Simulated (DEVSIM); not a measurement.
**Schottky contact on p-type Si**

Structure: Schottky contact on p-type Si, at 300 K.

```
layer (left to right)  material  thickness (μm)  Na (cm⁻³)  τn (s)  τp (s)
---------------------  --------  --------------  ---------  ------  ------
1                            Si           0.680     8.3e16  1.7e-6  1.7e-6
2                            Si           0.650     2.8e18  1.7e-6  1.7e-6
```

Left contact: Schottky, work function 4.514 eV, emission velocity 3.2e6 cm/s. Right contact: ohmic. Voltage is applied to the left contact. Recombination: SRH at mid-gap, radiative. Mobility is constant in doping.

The device is made up for the run: typed textbook-type constants, with dimensions and the other settings drawn at random. Values at 300 K.

| parameter | Si |
|---|---|
| gap (eV) | 1.124 |
| affinity (eV) | 4.05 |
| permittivity | 11.7 |
| Nc (cm⁻³) | 2.86e19 |
| Nv (cm⁻³) | 3.1e19 |
| μn (cm²/Vs) | 1417 |
| μp (cm²/Vs) | 470 |
| B (cm³/s) | 4.7e-15 |

DEVSIM, 1D drift-diffusion, Boltzmann statistics, complete ionisation; no tunnelling, impact ionisation, image-force lowering or self-heating. Metal contacts follow the ideal Schottky-Mott rule: no Fermi-level pinning, no interface dipoles.

Potential step across the device at zero bias: 0.598 V
Dark forward voltage at 1 A/cm²: 0.234 V
Dark forward voltage at 100 A/cm²: 0.355 V

Dark forward current:

| V (V) | J (A/cm²) |
|---|---|
| -0.05 | -0.00072 |
| -0.10 | -0.0057 |
| -0.15 | -0.040 |
| -0.20 | -0.27 |
| -0.25 | -1.9 |
| -0.30 | -13 |
| -0.35 | -84 |
| -0.40 | -480 |
| -0.45 | -1800 |
| -0.50 | -4300 |
